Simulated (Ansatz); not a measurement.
Start from MgAl₂H₈ (space group P-3m1, No. 164; a = 5.186 Å, c = 5.787 Å; a cell from a computed database, its experimental status unchecked; layered). Axes: x lies along a and z along c of the hexagonal cell.

The values are results of Kohn–Sham DFT with the PBEsol functional, run in Ansatz (a first-principles code) with PAW and 420 eV plane waves, scalar-relativistic without spin-orbit coupling, not measurements.

One thing is altered: every lattice vector is stretched by 1.71 %, atoms relaxed at fixed cell.

### Question
Predict the stress tensor and what it implies for the stiffness.

### Answer
Stress of the strained cell less that of the base (GPa, compression positive):
```
  -1.00    0.00    0.00
   0.00   -1.00    0.00
   0.00    0.00   -0.55
```

Then B = −ΔP/(ΔV/V₀) with ΔV/V₀ = 0.0522 gives secant stiffness values (nonlinear terms included at this strain): B (at held cell shape, above the free-shape value) ≈ 16 GPa.

Whether these cells are dynamically stable was not tested. No dispersion term is included in the PBEsol runs.
